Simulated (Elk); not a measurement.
Band structure of W (Im-3m, 1 atom in the cell).

```yaml
crystal:
  lattice:
    - [-1.54587, 1.54587, 1.54587]
    - [1.54587, -1.54587, 1.54587]
    - [1.54587, 1.54587, -1.54587]
  atoms:
    - { symbol: W, position: [0.00000, 0.00000, 0.00000] }
```

Method: Elk 10.2.4 with PBE, all-electron FP-LAPW, Elk's shipped species files, default APW+lo basis.

Settings: xctype = 20; rgkmax = 7; stype = 3; swidth = 0.00367493 Ha; ngridk = 12 12 12; rmtscf = 0.85.

The starting cell has typed, rounded lattice constants, without a prior relaxation at this level. Its lattice was rescaled by a random factor within 2.5 % of one. Spin-orbit coupling is off. Spin polarisation is off. Values depend on the basis (sphere radii, cutoffs, local orbitals), which need not be converged.

Levels in eV from the Fermi level, bands 11 to 17:
```json
[
 {"point": "Γ", "11": "-28.02", "12": "-10.03", "13": "-1.30", "14": "-1.30", "15": "-1.30", "16": "2.47", "17": "2.47"},
 {"point": "H", "11": "-28.06", "12": "-6.43", "13": "-6.43", "14": "5.74", "15": "5.74", "16": "5.74", "17": "8.85"},
 {"point": "N", "11": "-28.04", "12": "-6.75", "13": "-3.90", "14": "0.98", "15": "2.41", "16": "3.57", "17": "6.91"},
 {"point": "P", "11": "-28.08", "12": "-3.11", "13": "-3.11", "14": "-3.11", "15": "3.69", "16": "3.69", "17": "7.36"}
]
```

Bands cross the Fermi level along this path, so the cell is metallic at this level.
